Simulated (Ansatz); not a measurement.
System: interstitial O in corundum (charge state -2). All values below come from PBE, PAW (plane waves to 420 eV; Ansatz, a quantum-chemistry and plane-wave program).

Settings: 270 host sites, the relaxed PBE lattice, the Γ point alone, smearing 0.01 eV, spin-restricted, no image-charge correction. Energies are static. The charge state is imposed; whether it is stable for some Fermi level was not computed. Sites that were not tried may lie lower.

Barriers: single points on a 2×2×2 k-point mesh shifted by half a step along c at the bands' geometries.

Relaxed starting cell (atoms counted from 1):

```
CELL_PARAMETERS angstrom
     14.42625     0.00000     0.00000
     -7.21313    12.49350     0.00000
      0.00000     0.00000    13.12510
ATOMIC_POSITIONS crystal
  Al 0.99539 0.99719 0.35357
  Al 0.00000 0.33273 0.35224
  Al 0.00095 0.66900 0.35209
  Al 0.33519 0.00608 0.35900
  Al 0.33447 0.33370 0.35212
  Al 0.33262 0.66680 0.35187
  Al 0.66508 0.00005 0.35248
  Al 0.66929 0.33558 0.35238
  Al 0.66636 0.66718 0.35212
  Al 0.22266 0.10269 0.19843
  Al 0.22157 0.44307 0.18535
  Al 0.22289 0.77482 0.18075
  Al 0.55231 0.11080 0.18605
  Al 0.55500 0.44458 0.18583
  Al 0.55480 0.77762 0.18552
  Al 0.88688 0.11126 0.18535
  Al 0.88844 0.44412 0.18541
  Al 0.88899 0.77880 0.18584
  Al 0.11011 0.22103 0.31423
  Al 0.11034 0.55525 0.31425
  Al 0.11987 0.89714 0.30170
  Al 0.44799 0.22502 0.31933
  Al 0.44424 0.55571 0.31467
  Al 0.44143 0.88904 0.31403
  Al 0.77710 0.22221 0.31456
  Al 0.77841 0.55677 0.31471
  Al 0.77553 0.88857 0.31472
  Al 0.22313 0.09975 0.45577
  Al 0.22154 0.44332 0.48089
  Al 0.22096 0.77812 0.48088
  Al 0.55654 0.11380 0.48234
  Al 0.55668 0.44662 0.48170
  Al 0.55420 0.77780 0.48109
  Al 0.88876 0.11100 0.48136
  Al 0.88970 0.44524 0.48095
  Al 0.88822 0.77751 0.48162
  O  0.18855 0.95739 0.17767
  O  0.23082 0.33310 0.25058
  O  0.23113 0.66538 0.24971
  O  0.56238 0.99992 0.25004
  O  0.56567 0.33446 0.25036
  O  0.56411 0.66680 0.25006
  O  0.89490 0.99992 0.25003
  O  0.89723 0.33304 0.25001
  O  0.89764 0.66674 0.24948
  O  0.09863 0.10139 0.24872
  O  0.10160 0.43501 0.24991
  O  0.10184 0.76476 0.24924
  O  0.43067 0.10089 0.25119
  O  0.43586 0.43700 0.24999
  O  0.43499 0.76872 0.25075
  O  0.76684 0.10184 0.25002
  O  0.76892 0.43582 0.25025
  O  0.76740 0.76854 0.25005
  O  0.21361 0.21968 0.41546
  O  0.21306 0.55508 0.41642
  O  0.21202 0.88739 0.41625
  O  0.55427 0.22719 0.41754
  O  0.54668 0.55691 0.41718
  O  0.54535 0.88907 0.41682
  O  0.87943 0.22205 0.41665
  O  0.87999 0.55568 0.41636
  O  0.87419 0.88637 0.41672
  O  0.11141 0.32348 0.41626
  O  0.11074 0.65667 0.41658
  O  0.08934 0.98385 0.43390
  O  0.44742 0.32880 0.41761
  O  0.44338 0.65745 0.41674
  O  0.44499 0.99202 0.41776
  O  0.77954 0.32528 0.41635
  O  0.77706 0.65769 0.41654
  O  0.77603 0.99107 0.41684
  O  0.00763 0.12055 0.41593
  O  0.00920 0.45295 0.41668
  O  0.00659 0.78432 0.41780
  O  0.36353 0.13152 0.43125
  O  0.34238 0.45346 0.41683
  O  0.34162 0.78741 0.41600
  O  0.67563 0.12071 0.41692
  O  0.67674 0.45498 0.41716
  O  0.67302 0.78632 0.41630
  O  0.99877 0.23129 0.25002
  O  0.99878 0.56284 0.25008
  O  0.99715 0.89844 0.25134
  O  0.33701 0.23508 0.25083
  O  0.33302 0.56401 0.24983
  O  0.32969 0.89894 0.24889
  O  0.66618 0.23111 0.24932
  O  0.66650 0.56482 0.25016
  O  0.66491 0.89799 0.25005
  Al 0.22114 0.11212 0.67856
  Al 0.22225 0.44403 0.68478
  Al 0.22130 0.77850 0.68534
  Al 0.55502 0.11100 0.68653
  Al 0.55603 0.44502 0.68658
  Al 0.55532 0.77774 0.68535
  Al 0.88874 0.11073 0.68524
  Al 0.88922 0.44444 0.68521
  Al 0.88899 0.77794 0.68665
  Al 0.11220 0.21899 0.51965
  Al 0.11131 0.55578 0.51836
  Al 0.10648 0.88726 0.51699
  Al 0.44604 0.22599 0.52720
  Al 0.44402 0.55555 0.51909
  Al 0.44435 0.88989 0.51889
  Al 0.77834 0.22266 0.51883
  Al 0.77799 0.55561 0.51883
  Al 0.77666 0.88822 0.51890
  Al 0.00007 0.99950 0.64820
  Al 0.00013 0.33274 0.64732
  Al 0.99958 0.66707 0.64783
  Al 0.33218 0.00079 0.64793
  Al 0.33346 0.33369 0.64875
  Al 0.33254 0.66666 0.64718
  Al 0.66648 0.00016 0.64789
  Al 0.66800 0.33382 0.64917
  Al 0.66638 0.66693 0.64824
  Al 0.11096 0.22189 0.81342
  Al 0.11092 0.55481 0.81348
  Al 0.10893 0.88771 0.82154
  Al 0.44272 0.22133 0.81474
  Al 0.44470 0.55540 0.81485
  Al 0.44394 0.88883 0.81354
  Al 0.77750 0.22209 0.81472
  Al 0.77814 0.55581 0.81528
  Al 0.77793 0.88911 0.81482
  O  0.11784 0.11256 0.58863
  O  0.11997 0.44440 0.58286
  O  0.11959 0.77755 0.58322
  O  0.45716 0.11310 0.58767
  O  0.45438 0.44587 0.58440
  O  0.45288 0.77787 0.58296
  O  0.78654 0.11125 0.58351
  O  0.78705 0.44429 0.58342
  O  0.78458 0.77659 0.58323
  O  0.32731 0.21713 0.58799
  O  0.32403 0.54668 0.58299
  O  0.32425 0.88038 0.58348
  O  0.65940 0.21413 0.58455
  O  0.65790 0.54717 0.58372
  O  0.65678 0.87968 0.58342
  O  0.99066 0.21308 0.58287
  O  0.99075 0.54631 0.58295
  O  0.98671 0.87544 0.58741
  O  0.10249 0.99992 0.75003
  O  0.10167 0.33320 0.74922
  O  0.10177 0.66472 0.74793
  O  0.43534 0.99992 0.75004
  O  0.43696 0.33510 0.75214
  O  0.43535 0.66634 0.74967
  O  0.76782 0.99992 0.75003
  O  0.76893 0.33349 0.75040
  O  0.76838 0.66663 0.75085
  O  0.99778 0.10177 0.75089
  O  0.99983 0.43477 0.74955
  O  0.99887 0.76664 0.74982
  O  0.33209 0.10159 0.74970
  O  0.33385 0.43642 0.74979
  O  0.33292 0.76786 0.74880
  O  0.66630 0.10207 0.75046
  O  0.66731 0.43603 0.75095
  O  0.66612 0.76876 0.75032
  O  0.23214 0.23320 0.75025
  O  0.23120 0.56381 0.74912
  O  0.23042 0.89825 0.75038
  O  0.56497 0.23197 0.75127
  O  0.56497 0.56506 0.75052
  O  0.56414 0.89777 0.74961
  O  0.89727 0.23108 0.74975
  O  0.89734 0.56341 0.75028
  O  0.89592 0.89807 0.74916
  O  0.22311 0.00950 0.57856
  O  0.22248 0.34285 0.58268
  O  0.22222 0.67589 0.58238
  O  0.55611 0.00936 0.58342
  O  0.55812 0.34497 0.58563
  O  0.55478 0.67578 0.58372
  O  0.88779 0.00858 0.58293
  O  0.88926 0.34254 0.58332
  O  0.88705 0.67380 0.58405
  Al 0.11063 0.22233 0.01844
  Al 0.10998 0.55322 0.01836
  Al 0.12330 0.90010 0.04438
  Al 0.44276 0.22171 0.01919
  Al 0.44437 0.55460 0.01911
  Al 0.44265 0.88603 0.01773
  Al 0.77630 0.22203 0.01897
  Al 0.77815 0.55652 0.01917
  Al 0.77767 0.88883 0.01870
  Al 0.00048 0.00034 0.85187
  Al 0.99937 0.33290 0.85182
  Al 0.99969 0.66615 0.85131
  Al 0.33130 0.99904 0.85214
  Al 0.33244 0.33277 0.85224
  Al 0.33409 0.66601 0.85089
  Al 0.66623 0.99967 0.85218
  Al 0.66580 0.33318 0.85288
  Al 0.66730 0.66709 0.85274
  Al 0.21913 0.11257 0.98309
  Al 0.22229 0.44423 0.98124
  Al 0.21996 0.77384 0.97289
  Al 0.55438 0.10995 0.98119
  Al 0.55545 0.44406 0.98172
  Al 0.55559 0.77718 0.98125
  Al 0.88835 0.11162 0.98118
  Al 0.88838 0.44428 0.98099
  Al 0.89313 0.78085 0.98042
  Al 0.99812 0.00264 0.14650
  Al 0.99909 0.33265 0.14797
  Al 0.00069 0.66613 0.14796
  Al 0.32902 0.99375 0.14111
  Al 0.33186 0.33083 0.14798
  Al 0.33363 0.66426 0.14770
  Al 0.66495 0.99979 0.14760
  Al 0.66574 0.33304 0.14821
  Al 0.66718 0.66711 0.14784
  O  0.00790 0.22324 0.91684
  O  0.00842 0.55396 0.91568
  O  0.00517 0.88726 0.91141
  O  0.34194 0.22228 0.91685
  O  0.34268 0.55555 0.91665
  O  0.34397 0.88674 0.91241
  O  0.67492 0.22196 0.91712
  O  0.67548 0.55544 0.91721
  O  0.67520 0.88858 0.91656
  O  0.21317 0.32604 0.91602
  O  0.21306 0.65487 0.91444
  O  0.21352 0.99033 0.92152
  O  0.54624 0.32394 0.91769
  O  0.54664 0.65730 0.91675
  O  0.54666 0.99047 0.91666
  O  0.87891 0.32405 0.91635
  O  0.87954 0.65698 0.91738
  O  0.87912 0.99126 0.91714
  O  0.32453 0.11244 0.08383
  O  0.32423 0.44416 0.08371
  O  0.32699 0.77265 0.08254
  O  0.65620 0.11077 0.08326
  O  0.65789 0.44476 0.08365
  O  0.65730 0.77779 0.08342
  O  0.98774 0.11347 0.08335
  O  0.98968 0.44292 0.08289
  O  0.99385 0.78016 0.08460
  O  0.22218 0.21552 0.08226
  O  0.22167 0.54486 0.08291
  O  0.23191 0.86831 0.06885
  O  0.55413 0.21243 0.08408
  O  0.55615 0.54688 0.08339
  O  0.55484 0.87913 0.08315
  O  0.88661 0.21351 0.08377
  O  0.88883 0.54637 0.08324
  O  0.88698 0.87928 0.08413
  O  0.10537 0.01597 0.06614
  O  0.11929 0.34215 0.08353
  O  0.11854 0.67104 0.08246
  O  0.45288 0.00781 0.08232
  O  0.45398 0.34315 0.08349
  O  0.45417 0.67455 0.08371
  O  0.78488 0.00876 0.08323
  O  0.78584 0.34238 0.08333
  O  0.78785 0.67635 0.08381
  O  0.11119 0.12440 0.91265
  O  0.11065 0.45267 0.91634
  O  0.11010 0.78269 0.91207
  O  0.44378 0.11946 0.91660
  O  0.44436 0.45352 0.91712
  O  0.44518 0.78570 0.91552
  O  0.77702 0.12015 0.91664
  O  0.77727 0.45316 0.91708
  O  0.77750 0.78676 0.91719
  O  0.23112 0.04245 0.32241
```
Cell charge -2.

End state 1 differs by these moves (Å; atoms that move under 0.08 Å are left out):

```csv
atom,element,Δx,Δy,Δz
4,Al,-0.04,0.03,0.08
5,Al,-0.03,0.04,-0.06
10,Al,0.10,0.12,0.16
21,Al,-0.06,-0.16,0.15
22,Al,-0.11,-0.01,-0.15
28,Al,0.03,0.15,0.16
37,O,0.25,0.26,0.72
46,O,0.08,0.02,0.03
50,O,-0.01,0.08,-0.01
55,O,-0.06,0.08,0.00
58,O,-0.12,-0.11,0.00
66,O,0.25,0.05,-0.21
67,O,-0.03,-0.11,-0.03
76,O,0.08,-0.67,0.76
85,O,-0.04,0.22,-0.20
87,O,0.08,-0.04,0.00
91,Al,-0.02,-0.05,0.07
94,Al,0.05,-0.03,0.10
103,Al,0.06,-0.10,-0.02
112,Al,-0.05,0.14,-0.34
120,Al,0.02,0.02,-0.09
130,O,0.20,0.10,0.13
136,O,-0.03,-0.04,-0.07
145,O,-0.07,0.00,0.05
165,O,0.01,-0.05,0.06
172,O,-0.22,-0.19,0.29
183,Al,-0.09,-0.14,-0.34
193,Al,0.02,-0.01,-0.09
201,Al,0.00,0.05,0.09
208,Al,0.10,-0.02,0.01
211,Al,0.01,0.02,0.11
212,Al,-0.04,0.05,-0.11
246,O,-0.19,0.09,0.14
253,O,0.22,-0.11,0.16
264,O,-0.03,0.03,0.07
271,O,0.43,0.97,0.29
```

### Question
Give the forward and backward barriers to end state 1 at the level PBE, PAW.

### Answer
forward 0.50 eV, backward 0.50 eV; at the saddle point atom 271 has neighbours Al at 1.79, Al at 1.82, Al at 1.92; O at 2.11, O at 2.20, O at 2.31 Å. The saddle point's order was not checked.
